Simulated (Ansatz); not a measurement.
Structures of equal composition on the (111) surface of fcc Ir: a layer of Mn in place of the second plane; a layer of Mn in place of the third plane. The slabs share one bottom face, and each structure is named by its start. These are constructed structures in small cells; real faces may alloy, dewet or reconstruct in larger ones, and not all known structures of the face are among them. Slabs of about 11 Å, Fermi-Dirac smearing of 0.1 eV. Bottom of the slabs: a bare face, its two planes held. Relaxed from the named starts with such symmetry as they have, on meshes of like density; energies extrapolated to zero smearing; spin only where a row says so; no spin-orbit coupling, no U. Brackets mark spin-polarised runs, whose order is one that fits the cell.

These are PBE (plane waves to 420 eV, PAW; Ansatz, a quantum-chemistry and plane-wave program) values and carry that method's errors.

### Question
Rank these by energy per 1x1 cell (lowest first), as PBE gives it.

### Answer
a layer of Mn in place of the second plane (0.000 eV [spin, 2.0 μB a cell]), a layer of Mn in place of the third plane (0.356 eV [spin, 1.5 μB a cell])
